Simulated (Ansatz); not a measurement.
## AgI (model structure, started from the NiAs type, P6₃/mmc, No. 194, 4 atoms in the cell)

These are PBE0 in Ansatz (PAW) values and carry that method's errors.

Settings: plane-wave cutoff 460 eV, 6×6×4 k mesh (along the axes of the cell as run), Fermi–Dirac smearing 0.01 eV, no spin polarisation, scalar-relativistic PAW data made under PBE.

Cell (relaxed with PBEsol):

```yaml
crystal:
  lattice:
    - [4.41855, 0.00000, 0.00000]
    - [-2.20928, 3.82658, 0.00000]
    - [0.00000, 0.00000, 6.40972]
  atoms:
    - { symbol: Ag, position: [0.00000, 0.00000, 0.00000] }
    - { symbol: Ag, position: [0.00000, 0.00000, 0.50000] }
    - { symbol: I, position: [0.33333, 0.66667, 0.25000] }
    - { symbol: I, position: [0.66667, 0.33333, 0.75000] }
```

| Item | Result |
|---|---|
| band gap | 2.58 eV (on the SCF k mesh) |
| smallest direct gap on the k points sampled | 2.80 eV |

Note: the relaxation could raise the start's symmetry but not lower it, so the cell can be a saddle point; cell and atoms aren't relaxed at this level (pressure 3.4 GPa).

Spin–orbit coupling is not included; with these elements it can move the gap by several tenths of an eV or more.

A model structure was made by putting elements into a prototype or built by hand; it is no filed structure, need not be a known phase, and can be a saddle point held by its symmetry.

Ansatz is a quantum-chemistry and plane-wave program.
